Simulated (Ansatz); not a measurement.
For Mg (model structure, started from the diamond type, Fd-3m, No. 227, 2 atoms in the cell), PBE (plane waves, PAW; Ansatz, a quantum-chemistry and plane-wave program) gives:

```
Property                              Result
------------------------------  ------------
equilibrium lattice constant a       6.861 Å
cohesive energy                 0.73 eV/atom
```

Question: What does r²SCAN (PAW; Ansatz) give for the same quantities?

Answer: 
- lattice constant a: 6.853 Å (falls by 0.1 %)
- cohesive energy: 0.83 eV/atom (rises by 0.10 eV/atom)

Changes are worked out from the printed values.

Unless a cell is named, each level is at its own relaxed cell (PBE 40.37, r²SCAN 40.23 Å³/atom).

Ansatz's density-functional and Hartree–Fock values are scalar-relativistic unless marked +SOC, with PAW data made under PBE.

A model structure was made by putting elements into a prototype or built by hand; it is no filed structure, need not be a known phase, and can be a saddle point held by its symmetry.
